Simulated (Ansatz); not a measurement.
Hypothetical P-6m2 GaN, pressure series

The parent structure is GaN (space group P-6m2, No. 187; a = 2.9398 Å, c = 2.6553 Å; a hypothetical phase, not in the database extracts checked).

Cell and atoms are relaxed at each pressure.

Calculations: PBEsol, PAW, 420 eV (Ansatz, an electronic-structure program; no SOC).

Notes on the quantities. enthalpy: H = E + PV relative to the base's energy.

| case | enthalpy | density | shortest interatomic distance |
|---|---|---|---|
| base | – | 7.00 g/cm³ | 215.5 pm |
| pressure −2 GPa | -0.12 eV/atom | 6.92 g/cm³ | 216.3 pm |
| pressure −1 GPa | -0.06 eV/atom | 6.96 g/cm³ | 215.9 pm |
| pressure 0.3 GPa | +0.02 eV/atom | 7.01 g/cm³ | 215.4 pm |
| pressure 0.7 GPa | +0.04 eV/atom | 7.02 g/cm³ | 215.2 pm |
| pressure 1.5 GPa | +0.09 eV/atom | 7.05 g/cm³ | 214.9 pm |
| pressure 3 GPa | +0.18 eV/atom | 7.10 g/cm³ | ___ |
| pressure 5 GPa | +0.31 eV/atom | 7.17 g/cm³ | 213.7 pm |
| pressure 7.5 GPa | +0.46 eV/atom | 7.25 g/cm³ | 212.9 pm |
| pressure 10 GPa | +0.61 eV/atom | ___ | 212.2 pm |

What belongs in the blanks?


- pressure 3 GPa, shortest interatomic distance: 214.4 pm
- pressure 10 GPa, density: 7.33 g/cm³

Load acts through the strain it causes; cell and atoms are relaxed under it. No phonon test of stability was made. Competing high-pressure phases were not computed. The final runs are not spin-polarised.
